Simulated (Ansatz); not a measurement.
Pressure series in BAs

The parent structure is BAs in the zinc blende structure (space group F-43m, No. 216; a = 4.809 Å).

Cell and atoms are relaxed at each pressure.

Level of theory: plane-wave PAW DFT at the PBE level (Ansatz, a quantum-chemistry and plane-wave program, 420 eV), spin-orbit coupling left out, earlier PAW set.

```tsv
P (GPa)	V (Å³/atom)
-1.99	14.124
-0.99	14.012
2.99	13.606
6.98	13.251
15.00	12.655
30.00	11.805
50.00	10.979
75.00	10.220
100.01	9.639
```

A third-order Birch–Murnaghan fit to these points gives V₀ = 13.90 Å³/atom, B₀ = 133 GPa and B₀′ = 3.9. At pressure 100 GPa the volume is 69.3 % of V₀.

Load acts through the strain it causes; cell and atoms are relaxed under it. Whether these cells are dynamically stable was not tested. Competing high-pressure phases were not computed.
